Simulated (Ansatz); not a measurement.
Charge-transition levels above the valence-band maximum in rock-salt LiF (eV), each at one geometry relaxed with PBE and evaluated in Ansatz (a first-principles code) with PBE, r2SCAN. Host gaps: PBE 8.83 eV, r2SCAN 9.79 eV. Details: 64-site cell; 2×2×2 shifted k-points; charged states image-corrected; not converged in cell size; flagged in the runs: for some of the defects a doubtful potential alignment.

```csv
defect,x: PBE (eV),y: r2SCAN (eV)
Cl on the F site (+1/0),0.36,0.51
F vacancy + 1 H (+1/0),1.94,2.42
S on the F site (+1/0),2.14,2.36
Se on the F site (+1/0),2.51,2.84
Se on the F site (0/−1),3.79,4.23
S on the F site (0/−1),3.45,?
```

**Question.** Fit a straight line to the 5 complete rows and predict the last.

**Answer.** Means: x = 2.148, y = 2.472; Sxx = 6.067, Sxy = 6.540. Slope 6.540 / 6.067 = 1.08, intercept 2.472 − 1.08 × 2.148 = 0.15 eV; the rows scatter by 0.12 eV about the line, and R² = 0.99. Prediction: 0.15 + 1.08 × 3.45 = 3.88 eV. The calculation gave 3.94 eV, 0.06 eV above the line, within its scatter.
